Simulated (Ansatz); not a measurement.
Take PbSe in the rock salt structure (space group Fm-3m, No. 225; a = 6.178 Å) as the base.

The values are results of Ansatz (an electronic-structure program) r2SCAN, without spin-orbit coupling, not measurements.

Before the change:

```
Quantity           Result
---------------  --------
Volume per atom  29.47 Å³
```

Perturbation: every Pb is replaced by Sn; the structure is relaxed again.

Tabulated Pauling electronegativity and covalent radius: Pb 2.33, 1.46 Å; Sn 1.96, 1.39 Å.

Problem. Predict the new volume per atom.

Solution. The volume per atom drops by 2.22 Å³, from 29.47 Å³ to 27.25 Å³.

Whether these cells are dynamically stable was not tested.
